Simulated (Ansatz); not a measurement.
**Ta under a change: Ta → Cd**

Start from Ta in the bcc (W type) structure (space group Im-3m, No. 229; a = 3.3051 Å).

Modification: full substitution Ta → Cd, then cell and atoms are relaxed.

Computed with Ansatz (a first-principles code), r2SCAN, PAW, cutoff 500 eV, no spin-orbit coupling, earlier PAW set. k-mesh 18×18×18 (Γ-centred); smearing 0.05 eV (Fermi–Dirac), for the changed cell.

| quantity | base | changed | shift |
|---|---|---|---|
| volume per atom | 18.05 Å³ | 22.08 Å³ | +4.03 Å³ |
| density | 16.64 g/cm³ | 8.45 g/cm³ | -8.19 g/cm³ |
| lattice parameter a | 3.305 Å | 3.535 Å | +0.230 Å |
| space group | Im-3m (No. 229) | Im-3m (No. 229) | – |
| shortest interatomic distance | 2.862 Å | 3.061 Å | +0.199 Å |
| band gap | zero | zero | – |

Cost of the whole job for the changed cell (relaxation, final SCF and bands): around 70 core-seconds (rough).

Stability against distortions was not tested. For Cd in this form, whether it has been made was not checked. All final runs are without spin polarisation. This is not the structure that Cd has at room temperature and ambient pressure.
